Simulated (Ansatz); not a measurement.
An Ansatz (a quantum-chemistry and plane-wave program) run: Cs2SnI6 with a change (pressure 7.5 GPa); PBE (Ansatz), no spin-orbit coupling.

Input:

Ansatz 0.2 input:
```yaml
crystal:
  lattice:
    - [0, 5.4967954673, 5.4967954673]
    - [5.4967954673, 0, 5.4967954673]
    - [5.4967954673, 5.4967954673, 0]
  atoms:
    - { symbol: Cs, position: [0.25, 0.25, 0.25] }
    - { symbol: Cs, position: [0.75, 0.75, 0.75] }
    - { symbol: Sn, position: [0, 0, 0] }
    - { symbol: I, position: [0.7423440405, 0.2576559595, 0.2576559595] }
    - { symbol: I, position: [0.2576559595, 0.7423440405, 0.7423440405] }
    - { symbol: I, position: [0.2576559595, 0.7423440405, 0.2576559595] }
    - { symbol: I, position: [0.7423440405, 0.2576559595, 0.7423440405] }
    - { symbol: I, position: [0.2576559595, 0.2576559595, 0.7423440405] }
    - { symbol: I, position: [0.7423440405, 0.7423440405, 0.2576559595] }
basis: { ecutwfc: 420, ecutrho_ratio: 4, xc_grid: 2, fft_grid_basis: typed }
kpoints: { mp_grid: { grid: [5, 5, 5] } }
hamiltonian:
  xc: pbe
  dispersion: none
  pseudopotentials: { kind: paw }
scf: { occupations: { method: fermi_dirac, width: 0.05 } }
relax: { f_tol: 0.01, max_steps: 60, cell: { stress_tol: 0.02, p_target: 7.5 } }
output: { forces: true, stress: true }
checkpoint: { write: state.ck, write_every: 1000 }
```

Output (explanatory and most iteration lines left out):

```
Relaxation: its limit of steps is 60 (relax.max_steps)
Pseudopotential: Cs, paw, valence charge 9
Pseudopotential: Sn, paw, valence charge 14
Pseudopotential: I, paw, valence charge 17
Crystal: 9 atoms, lattice volume = 332.169 Å³
Basis set: ecut = 420 eV, 6423 PW (Γ), exchange–correlation on 108×108×108 points (8 copies of the dense FFT grid, shifted against one another)
Bands: 81, of which v1, the nominal top of the filled ones, is band 67 counted from 1 (66 counted from 0)
Symmetry: 48 space group operations
Space group: Fm-3m (ITA 225), of the structure as read, at distance tolerance 6.9e-5 Å
k-points: 10 of 125
Functional: x = pbe(κ = 0.804, μ = 0.2195149727645171), c = pbe(β = 0.06672455060314922)
SCF iter   1: F=—  HF=-62450.388716 eV  |F-HF|=—  |Δ(HF+E_count)|=         —  Δρ=9.70e-4  dr2=4.54e-3  ethr=1.77e-3  ⟨swp⟩=7.9  Hψ=3592  notcnv=0  defer=28
SCF iter   2: F=—  HF=-62450.386996 eV  |F-HF|=—  |Δ(HF+E_count)|=   1.72e-3  Δρ=5.69e-4  dr2=9.58e-4  ethr=3.39e-6  ⟨swp⟩=3.0  Hψ=1982  notcnv=0  defer=51
SCF 1 converged in 7 iterations: F = -62450.387515 eV  dr2 = 2.09e-8
relax step   1: F+E_penalty+E_count = -62450.38751521 eV  Δ(F+E_penalty+E_count) = +0.000e0 eV  max|allowed force component| = 4.658e-3 eV/Å  Δτ_max = 0.0000 Å  P = +4.996 GPa  Ω = 332.169 Å³  (7 SCF iters, dr2 threshold 1.00e-7 eV, accepted)
[... steps on the carried basis left out ...]
relax step   6: F+E_penalty+E_count = -62449.61569981 eV  Δ(F+E_penalty+E_count) = +2.569e-3 eV  max|allowed force component| = 1.827e-3 eV/Å  Δτ_max = 0.0000 Å  P = +7.508 GPa  Ω = 312.153 Å³  stress off target by 7.97e-3 GPa  SCF on the basis re-selected at this cell (its energy is not comparable with the rows above)  (8 SCF iters)
SCF converged after 8 iterations
Free energy (F): -62449.615700 eV
Internal energy: -62449.602762 eV  (E = F + TS)
E sigma→0 (E₀):  -62449.609231 eV
Entropy (-TS):   -0.012937 eV (-1.437 meV/atom)
Fermi energy:    7.737082 eV
--- Forces (eV/Å), atoms counted from 1 ---
  atom   1  Cs     0.00000000     0.00000000    -0.00000000
  atom   2  Cs    -0.00000000    -0.00000000     0.00000000
  atom   3  Sn    -0.00000000     0.00000000     0.00000000
  atom   4  I     -0.00182738     0.00000000     0.00000000
  atom   5  I      0.00182738    -0.00000000    -0.00000000
  atom   6  I      0.00000000    -0.00182738     0.00000000
  atom   7  I     -0.00000000     0.00182738    -0.00000000
  atom   8  I      0.00000000    -0.00000000    -0.00182738
  atom   9  I     -0.00000000     0.00000000     0.00182738
--- Stress (GPa, compression-positive) ---
        7.507965      -0.000000      -0.000000
       -0.000000       7.507965       0.000000
       -0.000000      -0.000000       7.507965
  P = ⅓ Tr σ = 7.5080 GPa (75.080 kbar)
--- Relaxed structure (5 steps of the walk, 4 accepted, 1 SCFs on fresh bases) ---
  cell:  # Å, volume = 312.1530 Å³
    - [-1.5938960198462868e-33, 5.3840924349643995, 5.3840924349643995]
    - [5.3840924349643995, -8.471056446627569e-34, 5.3840924349643995]
    - [5.3840924349643995, 5.3840924349643995, 6.846906169203448e-35]
  atoms:
    - { symbol: Cs, position: [0.24999999999999997, 0.24999999999999997, 0.24999999999999997] }
    - { symbol: Cs, position: [0.7499999999999999, 0.7499999999999999, 0.7499999999999999] }
    - { symbol: Sn, position: [-5.259802389399849e-20, 1.7532674631332854e-20, -5.259802389399845e-20] }
    - { symbol: I, position: [0.7398020375922449, 0.260197962407755, 0.260197962407755] }
    - { symbol: I, position: [0.26019796240775495, 0.7398020375922449, 0.7398020375922449] }
    - { symbol: I, position: [0.260197962407755, 0.7398020375922449, 0.260197962407755] }
    - { symbol: I, position: [0.7398020375922449, 0.26019796240775495, 0.7398020375922449] }
    - { symbol: I, position: [0.260197962407755, 0.260197962407755, 0.7398020375922449] }
    - { symbol: I, position: [0.7398020375922449, 0.7398020375922449, 0.26019796240775495] }
```

The mesh was chosen for an insulator and is coarse for the gapless case. Spin-orbit coupling, missing from the scalar runs, can matter with I. Load acts through the strain it causes; cell and atoms are relaxed under it. No phonon test of stability was made. Competing high-pressure phases were not computed. All final runs are without spin polarisation. The cell was made from Cs2SnI6 (space group Fm-3m, No. 225) by this change: pressure 7.5 GPa.
